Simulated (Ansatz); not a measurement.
Results of LDA in Ansatz (plane waves, PAW) for Bi (within 0.1 Å of Pmma, No. 51, 2 atoms in the cell; start mp-1096851; another form than the element's usual one).

Numerical settings: plane-wave cutoff 520 eV, 18×18×10 k mesh (along the axes of the cell as run), Fermi–Dirac smearing 0.05 eV, scalar-relativistic PAW data made under PBE.

Cell (relaxed at this level):

```xyz
2
Lattice="3.1960 0.0000 0.0180 0.0000 3.1954 0.0000 -0.0436 0.0000 6.3872" Properties=species:S:1:pos:R:3 pbc="T T T"
Bi     1.4745     0.0000     1.6053
Bi     1.6779     0.0000     4.7999
```

Task: What does this level give for the bulk modulus B0?

Result: 
* **bulk modulus B0**: 53.9 GPa

The run finds no gap.

Note: the bulk modulus is −V dP/dV from two relaxed cells at ±2 % in volume.

Spin–orbit coupling is not included; it can shift volumes and moduli of such heavy elements.

Computed values are for the static lattice.

A start named mp-… is a Materials Project structure, which need not be a measured phase.

Ansatz is an electronic-structure program.
